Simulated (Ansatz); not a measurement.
# (Ti,Ta)N: TaTiN₂

A 16-atom cell of (Ti,Ta)N started in the rock salt structure, site fractions Ti 0.500, Ta 0.500, short-range order -0.17 among the nearest mixed sites of the first mixed sublattice (0 is random, a negative value favours unlike neighbours), space group Imma at the end, an ordered arrangement that its symmetry holds.

Method: PBE (plane waves to 420 eV, PAW; Ansatz, a program for electronic structure). No spin–orbit coupling; the runs are not spin-polarised. Its k-point mesh 5×5×5, Fermi–Dirac width 0.05 eV.

- volume per atom = 10.21 Å³
- N–Ti bonds (within 1.22 times the sum of covalent radii) = 2.158 Å on average, from 2.141 to 2.172 (24)
- N–Ta bonds (within 1.22 times the sum of covalent radii) = 2.181 Å on average, from 2.169 to 2.197 (24)

```yaml
crystal:
  lattice:
    - [0.00000, 4.33991, 4.33991]
    - [4.34325, 0.00258, 4.33733]
    - [4.34325, 4.33733, 0.00258]
  atoms:
    - { symbol: Ti, position: [0.00000, 0.00000, 0.00000] }
    - { symbol: Ta, position: [0.00000, 0.00000, 0.50000] }
    - { symbol: Ta, position: [0.00000, 0.50000, 0.00000] }
    - { symbol: Ta, position: [0.00000, 0.50000, 0.50000] }
    - { symbol: Ta, position: [0.50000, 0.00000, 0.00000] }
    - { symbol: Ti, position: [0.50000, 0.00000, 0.50000] }
    - { symbol: Ti, position: [0.50000, 0.50000, 0.00000] }
    - { symbol: Ti, position: [0.50000, 0.50000, 0.50000] }
    - { symbol: N, position: [0.25648, 0.25000, 0.25000] }
    - { symbol: N, position: [0.25264, 0.24736, 0.74736] }
    - { symbol: N, position: [0.25264, 0.74736, 0.24736] }
    - { symbol: N, position: [0.25428, 0.75000, 0.75000] }
    - { symbol: N, position: [0.74572, 0.25000, 0.25000] }
    - { symbol: N, position: [0.74736, 0.25264, 0.75264] }
    - { symbol: N, position: [0.74736, 0.75264, 0.25264] }
    - { symbol: N, position: [0.74352, 0.75000, 0.75000] }
```
